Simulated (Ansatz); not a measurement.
A user runs Ansatz (a quantum-chemistry and plane-wave program) on Cu10Pb2Se4Cl7O16 (C2/m, 39 atoms in the cell) and asks whether the run is sound. The aim is a self-consistent single point with DFT, LDA (PW92), plane waves, default PAW files made with PBE.

The input file:

Ansatz 0.2 input:
```yaml
crystal:
  lattice:
    - [9.15086900, -3.05143700, 0.00000000]
    - [9.15086900, 3.05143700, 0.00000000]
    - [-4.23697500, 0.00000000, 11.72433100]
  atoms:
    - { symbol: Pb, position: [0.72093000, 0.72093000, 0.33976000] }
    - { symbol: Pb, position: [0.27907000, 0.27907000, 0.66024000] }
    - { symbol: Se, position: [0.18026000, 0.18026000, 0.15774000] }
    - { symbol: Se, position: [0.81974000, 0.81974000, 0.84226000] }
    - { symbol: Se, position: [0.40082000, 0.40082000, 0.26690000] }
    - { symbol: Se, position: [0.59918000, 0.59918000, 0.73310000] }
    - { symbol: Cu, position: [0.79183000, 0.30491000, 0.22750000] }
    - { symbol: Cu, position: [0.69509000, 0.20817000, 0.77250000] }
    - { symbol: Cu, position: [0.20817000, 0.69509000, 0.77250000] }
    - { symbol: Cu, position: [0.30491000, 0.79183000, 0.22750000] }
    - { symbol: Cu, position: [0.00000000, 0.00000000, 0.00000000] }
    - { symbol: Cu, position: [0.57317000, 0.57317000, 0.46160000] }
    - { symbol: Cu, position: [0.42683000, 0.42683000, 0.53840000] }
    - { symbol: Cu, position: [0.90078000, 0.90078000, 0.14143000] }
    - { symbol: Cu, position: [0.09922000, 0.09922000, 0.85857000] }
    - { symbol: Cu, position: [0.00000000, 0.00000000, 0.50000000] }
    - { symbol: Cl, position: [0.29863000, 0.29863000, 0.43432000] }
    - { symbol: Cl, position: [0.70137000, 0.70137000, 0.56568000] }
    - { symbol: Cl, position: [0.78162000, 0.78162000, 0.14000000] }
    - { symbol: Cl, position: [0.21838000, 0.21838000, 0.86000000] }
    - { symbol: Cl, position: [0.09536000, 0.09536000, 0.44571000] }
    - { symbol: Cl, position: [0.90464000, 0.90464000, 0.55429000] }
    - { symbol: Cl, position: [0.50000000, 0.50000000, 0.00000000] }
    - { symbol: O, position: [0.45810000, 0.45810000, 0.40570000] }
    - { symbol: O, position: [0.54190000, 0.54190000, 0.59430000] }
    - { symbol: O, position: [0.59080000, 0.59080000, 0.32240000] }
    - { symbol: O, position: [0.40920000, 0.40920000, 0.67760000] }
    - { symbol: O, position: [0.11210000, 0.11210000, 0.02940000] }
    - { symbol: O, position: [0.88790000, 0.88790000, 0.97060000] }
    - { symbol: O, position: [0.00560000, 0.00560000, 0.15100000] }
    - { symbol: O, position: [0.99440000, 0.99440000, 0.84900000] }
    - { symbol: O, position: [0.94027000, 0.36307000, 0.22040000] }
    - { symbol: O, position: [0.63693000, 0.05973000, 0.77960000] }
    - { symbol: O, position: [0.05973000, 0.63693000, 0.77960000] }
    - { symbol: O, position: [0.36307000, 0.94027000, 0.22040000] }
    - { symbol: O, position: [0.23020000, 0.65000000, 0.22350000] }
    - { symbol: O, position: [0.35000000, 0.76980000, 0.77650000] }
    - { symbol: O, position: [0.76980000, 0.35000000, 0.77650000] }
    - { symbol: O, position: [0.65000000, 0.23020000, 0.22350000] }
basis:
  ecutrho_ratio: 1
kpoints:
  mp_grid: { grid: [2, 2, 1] }
hamiltonian:
  xc: lda
  pseudopotentials: { kind: paw }
scf:
  occupations: { method: fermi_dirac, width: 0.1 eV }
output:
  forces: true
  eigenvalues: true
  stress: true
```

The program printed (abridged):

```
WARN basis.ecutwfc = 420 eV, the default
WARN basis.ecutrho_ratio = 1 (ecutrho = 420 eV) is below the records' recommended cutoff
   [... lines left out ...]
PAW frozen core: Se, regenerated for the run's functional, and the local potential with it
PAW frozen core: Cu, regenerated for the run's functional, and the local potential with it
PAW frozen core: Cl, regenerated for the run's functional, and the local potential with it
PAW frozen core: O, regenerated for the run's functional, and the local potential with it
Initial density: superposition of atomic densities (neutral atoms: chi_scale 0, normalization atom), corrected by the library's trained network
Initial wavefunctions: pseudopotential atomic-orbital guess
Eigensolver: davidson
Functional: x = slater, c = lda
SCF iter   1: F=—  HF=-126501.058560 eV  |F-HF|=—  |Δ(HF+E_count)|=         —  Δρ=2.11e-2  dr2=3.27e0  ethr=1.77e-3  ⟨swp⟩=5.0  Hψ=2859  notcnv=0  defer=60
all-band conjugate gradients solve this SCF's bands
preconditioner: auto → LDOS
SCF iter   2: F=—  HF=-126500.878962 eV  |F-HF|=—  |Δ(HF+E_count)|=   1.80e-1  Δρ=1.70e-2  dr2=1.36e0  ethr=7.65e-4  ⟨swp⟩=2.0  Hψ=1266  notcnv=0  defer=96
   [... lines left out ...]
SCF iter  14: F=—  HF=-126500.687630 eV  |F-HF|=—  |Δ(HF+E_count)|=   2.30e-7  Δρ=1.10e-5  dr2=7.28e-7  ethr=5.72e-10  ⟨swp⟩=2.0  Hψ=989  notcnv=0  defer=96
SCF iter  15: F=—  HF=-126500.687630 eV  |F-HF|=—  |Δ(HF+E_count)|=   6.78e-8  Δρ=4.93e-6  dr2=1.45e-7  ethr=1.71e-10  ⟨swp⟩=2.0  Hψ=848  notcnv=0  defer=96
SCF iter  16: F=-126500.687630 eV  HF=-126500.687630 eV  |F-HF|=2.16e-8  |Δ(HF+E_count)|=   3.51e-9  Δρ=1.93e-6  dr2=2.31e-8  ethr=2.34e-11  ⟨swp⟩=10.0  Hψ=3417  notcnv=0
SCF 1 converged in 16 iterations: F = -126500.687630 eV  dr2 = 2.31e-8
Free energy (F): -126500.687630 eV
Internal energy: -126500.036266 eV  (E = F + TS)
E sigma→0 (E₀):  -126500.361948 eV
Entropy (-TS):   -0.651364 eV (-16.702 meV/atom)
Fermi energy:    6.174391 eV
--- Forces (eV/Å), atoms counted from 1 ---
  atom   1  Pb     0.63668907     0.00000000     0.20211002
  atom   2  Pb    -0.63668907     0.00000000    -0.20211002
  atom   3  Se     1.64257337     0.00000000    -0.18292571
  atom   4  Se    -1.64257337     0.00000000     0.18292571
  atom   5  Se    -2.42450192     0.00000000     0.35267474
   [... 30 lines left out ...]
  atom  36  O      1.40316696     1.93882031    -0.74688305
  atom  37  O     -1.40316696     1.93882031     0.74688305
   [... lines left out ...]
  P = ⅓ Tr σ = 21.3706 GPa (213.706 kbar)
  The stress holds the Pulay correction, which leaves out the density cutoff's part. Without it, at fixed plane waves, as pw.x and ABINIT print it …
settings of this run that can trade accuracy for cost: basis.ecutrho_ratio < 4. Do not mix this run's numbers with those of runs without the same settings …
```

Task: Is anything amiss in this input, and did it matter?

Result: The run is not sound. The fault is a density cutoff or grid that is too coarse. The charge density holds wave vectors up to twice those of the orbitals (four times the energy cutoff), and augmentation charges need more still. To fix it, restore the density cutoff. The run converged in 16 iterations without an error; against the sound input the free energy goes down by 710 meV/atom, the pressure goes from 1.30 to 21.37 GPa and the largest force goes from 2.387 to 2.507 eV/Å. The full log also holds (shortened here): “WARN basis.ecutrho_ratio = 1 (ecutrho = 420 eV) is below the records' recommended cutoff”. At a fixed set of plane waves, without the program's Pulay estimate, the pressure is 20.77 GPa against 0.85 GPa.

An input that runs soundly differs in these lines (not the only fix; some lines may just follow from the change or write a value another way):
```diff
-basis:
-  ecutrho_ratio: 1
```

With that input, the run converged in 15 iterations: free energy E − TS (on the zero of these files) -126472.9901 eV; Fermi level (on the code's own zero) 6.20 eV; pressure 1.30 GPa; largest force (vector length) 2.387 eV/Å (DFT, LDA (PW92), plane waves, default PAW files made with PBE).

On the sound input: the starting cell comes from a database of published, mostly measured structures (it also holds non-ambient and calculated ones), without a prior relaxation at this level. Its lattice was rescaled by a random factor within 2.5 % of one. Spin-orbit coupling is off. Spin polarisation is off; with an odd number of electrons in the cell that forces a metal, and a magnetic state may lie lower. Forces in this geometry exceed 1 eV/Å. Ansatz's pressure includes its estimate of the finite-basis (Pulay) stress. Without a gap this mesh is coarse (it stands for a supercell whose shortest vector is 12 Å).
